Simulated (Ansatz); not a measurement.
The reference is Lu in the hcp (Mg type) structure (space group P6_3/mmc, No. 194; a = 3.506 Å, c = 5.482 Å; relaxed with 0.1 eV smearing). Axes: x lies along a and z along c of the hexagonal cell.

Level of theory: DFT with PBE, PAW potentials and a 420 eV plane-wave cutoff in Ansatz (a first-principles code), scalar-relativistic without spin-orbit coupling.

Strains are applied to the cell and any free atomic positions relax; under biaxial strain the out-of-plane vector relaxes too.

One change was made to it. Results:

```csv
quantity,base,after
"pressure (mean of the normal stresses, compression positive)",0.0 GPa,0.3 GPa
volume per atom,29.18 Å³,29.02 Å³
```

Task: Which change produced these results?
(A) isotropic strain −1.80 %
(B) uniaxial strain ε_zz = +1.05 %
(C) biaxial strain −0.36 %, plane normal [001], relaxed out of plane
(D) biaxial strain −3.20 %, plane normal [001], relaxed out of plane
(E) biaxial strain −1.14 %, plane normal [001], relaxed out of plane

Result: C, biaxial strain −0.36 %, plane normal [001], relaxed out of plane. For comparison, the volume per atom in the other runs: isotropic strain −1.80 % gives 27.63 Å³; biaxial strain −1.14 %, plane normal [001], relaxed out of plane gives 28.68 Å³; uniaxial strain ε_zz = +1.05 % gives 29.49 Å³; biaxial strain −3.20 %, plane normal [001], relaxed out of plane gives 27.81 Å³.

No phonon test of stability was made.
